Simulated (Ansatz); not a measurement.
What uniaxial strain ε_xx = −2.50 % does to TiB2

Start from TiB$_{2}$ (space group P6/mmm, No. 191; a = 3.0174 Å, c = 3.1851 Å). Axes: x lies along a and z along c of the hexagonal cell.

Perturbation: uniaxial strain ε_xx = −2.50 %, all other strain components held at zero, atoms relaxed at fixed cell.

Calculations: PBEsol/PAW in Ansatz (an electronic-structure program), without spin-orbit coupling. k-mesh 13×13×10 (Γ-centred); smearing 0.05 eV (Fermi–Dirac).

The volume per atom falls by 0.21 Å³ (8.37 Å³ → 8.16 Å³) and the space group changes from P6/mmm (No. 191) to Cmmm (No. 65). The shortest interatomic distance falls by 0.029 Å, from 1.742 Å to 1.713 Å and the energy goes up by 12 meV/atom. The pressure (mean of the normal stresses, compression positive) goes from zero to 7.7 GPa and the band gap is still zero. The stress (xx, yy, zz, yz, xz, xy; compression positive) amounts to (18.2, 1.9, 3.1, 0.0, 0.0, 0.0) GPa (rough).

A case with no gap was solved on a k-mesh chosen for an insulator, which is coarse for it. Without a gap, meshes like the base's 13×13×10 leave anisotropic stresses uncertain by several tenths of a GPa, and small strain energies with them. Stability against distortions was not tested. The final runs are not spin-polarised.
